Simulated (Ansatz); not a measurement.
Consider C in the diamond structure (space group Fd-3m, No. 227; a = 3.5603 Å).

Calculations: r2SCAN, PAW, 500 eV (Ansatz, an electronic-structure program; without spin-orbit coupling).

One change was made to it. Results:

The band gap changes from 4.36 eV to zero; the lattice parameter a grows by 2.198 Å to 5.758 Å.

Problem. What was done to the base?
A) C → Au
B) C → P
C) C → S
D) C → Be

Solution. C, C → S. For comparison, the lattice parameter a in the other runs: C → P gives 5.430 Å; C → Be gives 4.930 Å; C → Au gives 6.075 Å.

Stability against distortions was not tested. As relaxed here, S, P, Be and Au are hypothetical phases, not in the database extracts checked.
